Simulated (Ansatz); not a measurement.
# Pressure series in VO2

Start from VO2 in the rutile structure (space group P4_2/mnm, No. 136; a = 4.5836 Å, c = 2.8386 Å; ferromagnetic).

Cell and atoms are relaxed at each pressure.

Level of theory: PBE in Ansatz (plane waves to 420 eV, PAW, scalar-relativistic without spin-orbit coupling).

| pressure (GPa) | volume per atom (Å³/atom) |
|---|---|
| -1 | 9.985 |
| 0 | 9.940 |
| 3 | 9.813 |
| 7 | 9.657 |
| 15 | 9.384 |
| 30 | ? |
| 50 | 8.517 |

Q: Fit the third-order Birch–Murnaghan form P(V) = (3B₀/2)[(V₀/V)^(7/3) − (V₀/V)^(5/3)]·[1 + (3/4)(B₀′ − 4)((V₀/V)^(2/3) − 1)] (squares taken in P) to the rows shown and predict the withheld row.

A: Least squares on the printed values gives V₀ = 9.940 Å³/atom, B₀ = 229 GPa, B₀′ = 4.5; this predicts 8.959 Å³/atom, and the run gives 8.963 Å³/atom, 0.004 higher.

The magnetic state is the one reached from the starting moments; the real material's order can differ, and small cells can't hold many antiferromagnetic ones. Load acts through the strain it causes; cell and atoms are relaxed under it. Whether these cells are dynamically stable was not tested. No other phases were tried under pressure. No Hubbard U is applied, and correlation can decide whether such a compound is a metal.

Ansatz is an electronic-structure program.
